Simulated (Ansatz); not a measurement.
Start from FeAs in the CsCl type structure (space group Pm-3m, No. 221; a = 2.905 Å; ferromagnetic; a hypothetical phase, not in the database extracts checked; relaxed with 0.1 eV smearing). Axes: x, y, z lie along the cube axes.

The values are results of PBEsol (Ansatz, a quantum-chemistry and plane-wave program, PAW, no spin-orbit coupling), not measurements.

A first run, uniaxial strain ε_zz = −1.05 %, gives secant values C11 ≈ 300 GPa and C12 ≈ 120 GPa from its stress. A second run applies biaxial strain +1.72 %, plane normal [001], relaxed out of plane.

### Question
What does linear elasticity predict for −ε⊥/ε∥ in the second run, and what does the run give?

### Answer
Linear elasticity: 2 C12/C11 = 0.80. The run gives 0.76; any difference comes from nonlinear terms at these strains and numerical noise.

Other magnetic orders, which the real material may have, were not ruled out. Stability against distortions was not tested.
